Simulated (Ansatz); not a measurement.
Consider a periodic stack without vacuum, zinc-blende GaSb (1 1 0) on diamond (1 1 0) (film strained to the substrate, started from cuts of the bulks and a machine-learned relaxation; slabs C72 and Ga6Sb6, which can lie off the formulas): substrate slab C72, film Ga6Sb6, surface cells [[-1, 2], [-1, -1]] and [[1, 0], [0, 1]], film strained by -0.4 and -0.4 %, outermost planes C/C and GaSb/GaSb as cut, which need not be the usual terminations and can put a slab off its formula. Its start:

```
GaC12Sb
1.0
    6.18611     0.00000    -0.00296
    0.00000     4.37424    -0.00374
   -0.87303    -1.96886    28.95511
C Ga Sb
72 6 6
Direct
  0.92350   0.61420   0.07783
  0.25671   0.28261   0.07791
  0.59014   0.94677   0.07781
  0.00740   0.28294   0.07773
  0.34113   0.94926   0.07787
  0.67379   0.61540   0.07750
  0.24734   0.75736   0.03607
  0.57992   0.41220   0.03801
  0.90670   0.08402   0.03818
  0.34376   0.43940   0.03605
  0.67694   0.11558   0.03825
  0.00563   0.77619   0.03629
  0.60326   0.98959   0.16597
  0.93667   0.65631   0.16580
  0.27005   0.32332   0.16580
  0.68639   0.65582   0.16590
  0.01984   0.32270   0.16589
  0.35296   0.98943   0.16578
  0.93073   0.13691   0.12232
  0.26368   0.80308   0.12197
  0.59751   0.46991   0.12225
  0.01310   0.80173   0.12190
  0.34666   0.46910   0.12198
  0.67975   0.13450   0.12235
  0.28259   0.36324   0.25308
  0.61589   0.02983   0.25313
  0.94925   0.69652   0.25305
  0.36589   0.02990   0.25307
  0.69924   0.69652   0.25309
  0.03257   0.36323   0.25307
  0.60957   0.50962   0.20953
  0.94289   0.17634   0.20951
  0.27620   0.84309   0.20944
  0.69287   0.17639   0.20955
  0.02621   0.84308   0.20942
  0.35955   0.50984   0.20945
  0.96181   0.73675   0.34022
  0.29514   0.40340   0.34031
  0.62849   0.07009   0.34035
  0.04522   0.40348   0.34025
  0.37861   0.07008   0.34030
  0.71190   0.73675   0.34027
  0.28891   0.88337   0.29669
  0.62223   0.54997   0.29670
  0.95554   0.21667   0.29668
  0.37225   0.54998   0.29669
  0.70559   0.21665   0.29673
  0.03893   0.88333   0.29664
  0.64136   0.11095   0.42787
  0.97470   0.77820   0.42738
  0.30791   0.44389   0.42770
  0.72385   0.77592   0.42745
  0.05699   0.44293   0.42749
  0.39076   0.10951   0.42768
  0.96820   0.25719   0.38386
  0.30160   0.92364   0.38393
  0.63477   0.59036   0.38387
  0.05139   0.92339   0.38380
  0.38466   0.58981   0.38394
  0.71801   0.25664   0.38399
  0.31045   0.47161   0.51339
  0.64824   0.13601   0.51354
  0.97689   0.79675   0.51143
  0.40646   0.15584   0.51297
  0.74710   0.82745   0.51153
  0.07451   0.50021   0.51166
  0.64703   0.62982   0.47201
  0.98022   0.29695   0.47214
  0.31318   0.96302   0.47187
  0.73079   0.29838   0.47187
  0.06380   0.96542   0.47190
  0.39776   0.63037   0.47179
  0.15759   0.88310   0.66008
  0.67313   0.34000   0.58252
  0.17508   0.97174   0.81407
  0.65840   0.43436   0.73644
  0.27733   0.09387   0.97876
  0.68581   0.50769   0.88797
  0.37755   0.81075   0.57964
  0.90147   0.38296   0.66036
  0.40890   0.93364   0.73691
  0.92101   0.47061   0.81174
  0.42924   0.01029   0.89295
  0.98010   0.56308   0.96012
```

The start was prepared with a machine-learned potential, and the result is one local minimum, with the in-plane cell held and forces under 0.04 eV/Å; the film can end far from its bulk form.

Computed with PBE (plane waves to 420 eV, PAW; Ansatz, a quantum-chemistry and plane-wave program). Scalar-relativistic, without spin–orbit coupling. Its k-point mesh 4×5×1, Fermi–Dirac width 0.05 eV.

Question: Predict the relaxed interface.

Answer: 
```
Item                                                                                               Value
-------------------------------------------------------------------------------  -----------------------
interface area                                                                                   27.1 Å²
period                                                                                           28.30 Å
heights between the nearest atoms of the two slabs at the two interfaces                 1.25 and 1.25 Å
C–Sb contacts across the interfaces within 1.22 times the sum of covalent radii           8, mean 2.37 Å
C–Ga contacts across the interfaces within 1.22 times the sum of covalent radii           6, mean 2.09 Å
spin-polarised check at this geometry                                            falls back to no moment
```
